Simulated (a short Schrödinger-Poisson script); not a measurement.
System: MOS inversion layer, SiO2 on p-type Si(100), at 400 K.

From the gate side: 1.8 nm SiO2; 300 nm Si, acceptors 2.1e18 cm⁻³.

Constants are typed, rounded textbook-type inputs, not results; the design itself was drawn at random and stands for no fabricated device. SiO2: permittivity 3.9, conduction-band edge (eV) 3.15, gap (eV) 9, electron mass (mₑ) 0.5. Si: permittivity 11.7, conduction-band edge (eV) 0, gap (eV) 1.124, Nv at 300 K (cm⁻³) 3.1e19.

Channel valleys (confinement mass, in-plane density-of-states mass, number): Δ2 0.916, 0.19, 2; Δ4 0.19, 0.417, 4. At the gate the conduction-band edge of layer 1 lies 3.49 eV − eVg above the Fermi level of the channel; the field vanishes at the back. Gaps are held at their typed values at every temperature. Mesh 0.03 nm at interfaces.

From a short Schrödinger-Poisson script (our own, NumPy): 1D Poisson equation in equilibrium, electrons quantum, Hartree (BenDaniel-Duke, 12 states a valley, the channel's in-plane mass for all, wave functions ending at the dielectric), parabolic valleys, classical holes, full ionisation, no traps, pinning or gate leakage.

```tsv
Vg (V)	electrons (cm⁻²)	C (μF/cm²)	Δ2 E0 (meV from the Fermi level)	Δ4 E0 (meV from the Fermi level)
0.6	2.28e9	0.374	279.1	371.2
0.65	6.74e9	0.379	241.2	335.0
0.7	1.97e10	0.406	203.8	299.2
0.75	5.53e10	0.485	167.8	264.8
0.8	1.40e11	0.640	135.3	233.9
0.85	2.99e11	0.841	108.3	208.6
0.9	5.38e11	1.02	87.2	189.2
0.95	8.40e11	1.16	70.9	174.5
1	1.19e12	1.25	57.9	163.3
1.05	1.57e12	1.32	47.2	154.3
1.1	1.97e12	1.36	38.1	146.9
1.15	2.39e12	1.40	30.2	140.7
1.2	2.82e12	1.43	23.2	135.4
1.25	3.26e12	1.45	16.9	130.8
1.3	3.70e12	1.47	11.1	126.6
1.35	4.16e12	1.49	5.8	122.9
1.4	4.62e12	1.50	0.8	119.5
1.45	5.08e12	1.51	-3.9	116.4
1.5	5.55e12	1.52	-8.4	113.6
```

Gate voltages with under 1e9 electrons/cm² are left out.

Q: At Vg = 1.5 V the lowest Δ2 subband lies at -8.4 meV from the Fermi level. How many electrons does it hold, and what share of all?

A: The two-dimensional density of states is g m/(πħ²) = 1.59e11 cm⁻² meV⁻¹ (both spins), kT = 34.5 meV, so n = D kT ln(1 + exp(−E/kT)) = 4.50e12 cm⁻², 0.81 of the 5.55e12 cm⁻² in all.

Q: Compare the slope of the sheet density between 1.4 and 1.5 V with the geometric capacitance of the layers between gate and channel.

A: q Δn/ΔV = 1.49 μF/cm²; ε0/Σ(t/ε) = 1.92 μF/cm². The ratio is 0.78: the channel acts as a further capacitance in series.
